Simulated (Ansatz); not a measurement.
## ScAl3 with two functionals, isotropic strain +0.62 %

Base system: ScAl3 in the Cu3Au type structure (space group Pm-3m, No. 221; a = 4.107 Å; relaxed with 0.1 eV smearing).

(Cell as relaxed with PBE.)

Levels (all Ansatz, a program for electronic structure, PAW, earlier PAW set): PBE (420 eV, without spin-orbit coupling); r2SCAN (500 eV, without spin-orbit coupling).

Each level relaxes its own structure.

```json
[
 {"base": "volume per atom", "PBE": "17.31 Å³", "r2SCAN": "17.07 Å³"},
 {"base": "lattice parameter a", "PBE": "4.107 Å", "r2SCAN": "4.087 Å"},
 {"base": "band gap", "PBE": "zero", "r2SCAN": "zero"}
]
```

It is then changed as follows: the cell is scaled by 1.0062 in all directions; the atoms relax in the strained cell.

| quantity | PBE | r2SCAN |
|---|---|---|
| energy relative to the base (free energy F) | +1.6 meV/atom | (withheld) |
| pressure | -1.5 GPa | (withheld) |
| band gap | zero | (withheld) |

### Question
What does r2SCAN give?

### Answer

- energy relative to the base (free energy F), r2SCAN: +1.7 meV/atom
- pressure, r2SCAN: -1.7 GPa
- band gap, r2SCAN: zero

The two agree on the band gap. Neither level is exact; r2SCAN is the comparison here, not a measurement.

Stability against distortions was not tested. All final runs are without spin polarisation.
